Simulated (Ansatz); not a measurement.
Short convergence ladders for ReCl₆ (R3, 7 atoms in the cell)

```
CELL_PARAMETERS angstrom
      3.06348     1.76870     5.57981
     -3.06348     1.76870     5.57981
      0.00000    -3.53740     5.57981
ATOMIC_POSITIONS crystal
  Re 0.00299 0.00299 0.00299
  Cl 0.61790 0.23109 0.91394
  Cl 0.38210 0.76891 0.08606
  Cl 0.91394 0.61790 0.23109
  Cl 0.08606 0.38210 0.76891
  Cl 0.23109 0.91394 0.61790
  Cl 0.76891 0.08606 0.38210
```
Moments meant for the start (each program seeds them in its own way; μB, in the order of the atoms Re Cl Cl Cl Cl Cl Cl): 1.0 0.0 0.0 0.0 0.0 0.0 0.0.

Base method: LDA (PW92), default PAW files made with PBE (plane waves; Ansatz, a program for electronic structure).

Base settings: basis.ecutwfc = 420 eV; kpoints.mp_grid.grid = 4 4 4; hamiltonian.xc = lda; hamiltonian.pseudopotentials = {kind: paw} (the program's default PAW files); magnetization.spin_polarized = true; scf.occupations.method = fermi_dirac; scf.occupations.width = 0.1 eV.

The count of work is k-points × plane waves × bands × iterations; it is no time. Core times come from one kind of shared machine, to one figure; runs under 30 s give none.

**The k-point mesh**

The second cell is the first with its lattice scaled by 0.98.

Only quantities that move along the ladder and can be compared are tabulated.

The magnetic state is not the same in all runs (site moments differ, or a search went on to a lower state), so steps between rows are not convergence errors alone.

```csv
kpoints.mp_grid.grid,free energy less the last step's (meV/atom),energy of the compressed cell less the first (meV/atom),pressure (GPa),largest difference of a force vector from the last step's (eV/Å),net moment (μB/atom),count of work / last,core time / last (rough)
1 1 1,180.70,-6.13,-2.49,0.462,0.131,0.0051,–
3 3 3,0.19,-21.94,-4.11,0.013,0.000,0.11,–
4 4 4,-0.47,-22.23,-4.13,0.003,0.000,0.23,0.2
6 6 6,-0.01,-22.06,-4.11,0.000,0.000,0.67,0.7
7 7 7,0.00,-22.06,-4.11,0.000,0.000,1.0,1
```

Coarsest kpoints.mp_grid.grid that holds the net moment within 0.02 μB/atom of the last step, with all finer ones: 3 3 3, at 0.11 of the last step's count of work; the step before is off by 0.13 μB/atom.

Coarsest kpoints.mp_grid.grid that holds the free energy within 5 meV/atom of the last step, with all finer ones: 3 3 3, at 0.11 of the last step's count of work; the step before is off by 180 meV/atom.

Coarsest kpoints.mp_grid.grid that holds the pressure within 0.05 GPa of the last step, with all finer ones: 3 3 3, at 0.11 of the last step's count of work; the step before is off by 1.6 GPa.

**The k-point mesh at a smearing width of 0.02 eV**

In this ladder: scf.occupations.width = 0.02 eV.

Only quantities that move along the ladder and can be compared are tabulated.

At this width the smearing has changed the magnetic state: the net moment ends at 0.14 against 0.00 μB/atom in the base run.

```csv
kpoints.mp_grid.grid,largest difference of a force vector from the last step's (eV/Å),count of work / last,core time / last (rough)
3 3 3,0.013,0.048,–
5 5 5,0.002,0.18,0.2
7 7 7,0.001,0.48,0.5
9 9 9,0.000,1.0,1
```

Coarsest kpoints.mp_grid.grid that holds the forces within 0.005 eV/Å of the last step, with all finer ones: 5 5 5, at 0.18 of the last step's count of work and about 0.2 of the last step's time; the step before is off by 0.013 eV/Å.

**The k-point mesh at a smearing width of 0.3 eV**

In this ladder: scf.occupations.width = 0.3 eV.

Only quantities that move along the ladder and can be compared are tabulated.

| kpoints.mp_grid.grid | free energy less the last step's (meV/atom) | count of work / last | core time / last (rough) |
|---|---|---|---|
| 3 3 3 | 0.98 | 0.048 | – |
| 5 5 5 | 0.00 | 0.18 | 0.2 |
| 7 7 7 | 0.00 | 0.48 | 0.4 |
| 9 9 9 | 0.00 | 1.0 | 1 |

Coarsest kpoints.mp_grid.grid that holds the free energy within 0.5 meV/atom of the last step, with all finer ones: 5 5 5, at 0.18 of the last step's count of work and about 0.2 of the last step's time; the step before is off by 0.98 meV/atom.

On the base run: the starting cell comes from a database of computed structures (which also holds hypothetical and non-ambient phases and stackings), without a prior relaxation at this level. Its lattice was rescaled by up to half a per cent. One atom was moved a little off its site on purpose. The starting moments vanished: the run ended non-magnetic. The program warned that a starting moment was not kept. In the base run, with a pressure of about -4 GPa the cell is away from its equilibrium volume at this level. Ansatz's pressure includes its estimate of the finite-basis (Pulay) stress.

Keys are those of Ansatz 0.2.
